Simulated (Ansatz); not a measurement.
Base system: Te in the diamond structure (space group Fd-3m, No. 227; a = 7.1865 Å; a hypothetical phase, not in the database extracts checked; relaxed with 0.1 eV smearing).

(Cell as relaxed with PBE.)

Levels (all Ansatz, a quantum-chemistry and plane-wave program, PAW): PBE (420 eV, spin-orbit coupling left out); PBEsol (420 eV, no spin-orbit coupling).

Each level relaxes its own structure.

```tsv
base	PBE	PBEsol
volume per atom	46.39 Å³	44.00 Å³
lattice parameter a	7.186 Å	7.061 Å
band gap	zero	zero
```

The change: every lattice vector is stretched by 0.56 %; the atoms relax in the strained cell.

```json
[
 {"quantity": "pressure", "PBE": "-0.4 GPa", "PBEsol": "(withheld)"},
 {"quantity": "band gap", "PBE": "zero", "PBEsol": "(withheld)"},
 {"quantity": "energy relative to the base (free energy F)", "PBE": "+1.1 meV/atom", "PBEsol": "(withheld)"}
]
```

Task: Predict the PBEsol column.

Result: 
- pressure, PBEsol: -0.5 GPa
- band gap, PBEsol: zero
- energy relative to the base (free energy F), PBEsol: +1.2 meV/atom

The two agree on the band gap. Neither level is exact; PBEsol is the comparison here, not a measurement.

Whether these cells are dynamically stable was not tested.
